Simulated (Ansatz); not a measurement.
Consider Au in the fcc (Cu type) structure (space group Fm-3m, No. 225; a = 4.083 Å). Axes: x, y, z lie along the cube axes.

The values are results of plane-wave PAW DFT at the PBEsol level (Ansatz, a first-principles code, 420 eV), spin-orbit coupling left out, not measurements.

Base values:

- Pressure = 0.0 GPa
- Shortest interatomic distance = 5.456 bohr

It is then changed as follows: uniaxial strain ε_zz = +0.55 %, all other strain components held at zero; the atoms relax in the strained cell.

Problem. What happens to the energy relative to the base, pressure and shortest interatomic distance?

Solution. The energy grows by 0.3 meV/atom; the pressure (mean of the normal stresses, compression positive) goes from zero to -0.9 GPa; the shortest interatomic distance is still 5.456 bohr.

Without a gap, meshes like the base's 20×20×20 leave anisotropic stresses uncertain by several tenths of a GPa, and small strain energies with them. Stability against distortions was not tested.
